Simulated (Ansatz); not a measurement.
A periodic model of amorphous Ge48:

```
CELL_PARAMETERS angstrom
     10.37615     0.00000     0.00000
      0.00000    10.37615     0.00000
      0.00000     0.00000    10.37615
ATOMIC_POSITIONS crystal
  Ge 0.14380 0.06563 0.48991
  Ge 0.12606 0.43762 0.50326
  Ge 0.90501 0.11375 0.46459
  Ge 0.27015 0.64930 0.83483
  Ge 0.64321 0.29623 0.72549
  Ge 0.31570 0.55223 0.60981
  Ge 0.99732 0.83843 0.19433
  Ge 0.77091 0.27365 0.04472
  Ge 0.34887 0.63496 0.26559
  Ge 0.83983 0.28864 0.30141
  Ge 0.00563 0.47357 0.06376
  Ge 0.22398 0.02557 0.87081
  Ge 0.05318 0.24721 0.15699
  Ge 0.82212 0.65297 0.08605
  Ge 0.04674 0.32969 0.69985
  Ge 0.97919 0.51474 0.83087
  Ge 0.10197 0.82623 0.54279
  Ge 0.35059 0.87506 0.72052
  Ge 0.61582 0.39919 0.33283
  Ge 0.87756 0.87824 0.41959
  Ge 0.84481 0.07536 0.91084
  Ge 0.92842 0.51568 0.37879
  Ge 0.54460 0.73854 0.81737
  Ge 0.33614 0.76013 0.48380
  Ge 0.28056 0.15857 0.09016
  Ge 0.44806 0.98324 0.98209
  Ge 0.81930 0.78760 0.64587
  Ge 0.40667 0.40677 0.20770
  Ge 0.51538 0.07372 0.69479
  Ge 0.20301 0.98206 0.25779
  Ge 0.35182 0.20473 0.54410
  Ge 0.26104 0.77967 0.06714
  Ge 0.03391 0.74558 0.77359
  Ge 0.10438 0.61871 0.22257
  Ge 0.71463 0.62073 0.30548
  Ge 0.54350 0.22368 0.94859
  Ge 0.02417 0.91050 0.95423
  Ge 0.85468 0.18378 0.68996
  Ge 0.23282 0.29669 0.33848
  Ge 0.62222 0.81856 0.42329
  Ge 0.51913 0.41893 0.55751
  Ge 0.43334 0.87993 0.23499
  Ge 0.62554 0.64265 0.60547
  Ge 0.69176 0.93490 0.78759
  Ge 0.57901 0.59175 0.00794
  Ge 0.26336 0.25104 0.77736
  Ge 0.74482 0.46654 0.87611
  Ge 0.38621 0.41764 0.96232
```

Calculation: PBE, scalar-relativistic without spin-orbit coupling (plane waves to 420 eV, PAW; Ansatz, an electronic-structure program). Neutral PBE cell, which sets geometry, pressure and energy: sampling: a 2×2×2 Γ-centred mesh; Fermi-Dirac width 0.05 eV; no spin polarisation.

It comes from a melt-quench run on a machine-learned potential (CHGNet), relaxed afterwards by DFT. The hot cell started wider than the set density and was brought back towards it in steps. It is the lowest in DFT energy of 4 quenches. It is a model cell: composition and starting density were chosen by hand, and all elements were melted together. No dispersion term was used. A short ab initio anneal came between quench and relaxation. Its density started from a set value of 5.18 and ended at 5.18 g/cm³. Cooling (nominally 32 K/ps over its main leg) ran many orders faster than in experiment, which tends to leave more defects and strain. Values belong to this one cell and scatter from quench to quench. The volume was held where the preparation left it.

Question: Give the pressure, the energy against reference phases and the spacing of the highest filled and lowest empty levels.

Answer: 
- Pressure on a 2×2×2 Γ-centred mesh: 0.43 GPa
- Largest force and stress component on that mesh (the relaxation ran on one k-point at (1/4, 1/4, 1/4)): 0.35 eV/Å and 0.9 GPa
- Energy relative to germanium (lowest mix at this level among the phases computed, not always the ambient ones): 0.302 eV/atom
- Gap on a 2×2×2 Γ-centred mesh (PBE): within the smearing (under twice its width)

The levels at the Fermi energy are partly filled. A closed spacing in one fast-quenched cell at PBE doesn't show the material to be a metal.

Bonds are counted up to Ge-Ge 2.85 Å.

A PBE run started with 1 μB on atoms that lack a bond or may hold spare charge lost its moments; other starts weren't tried.
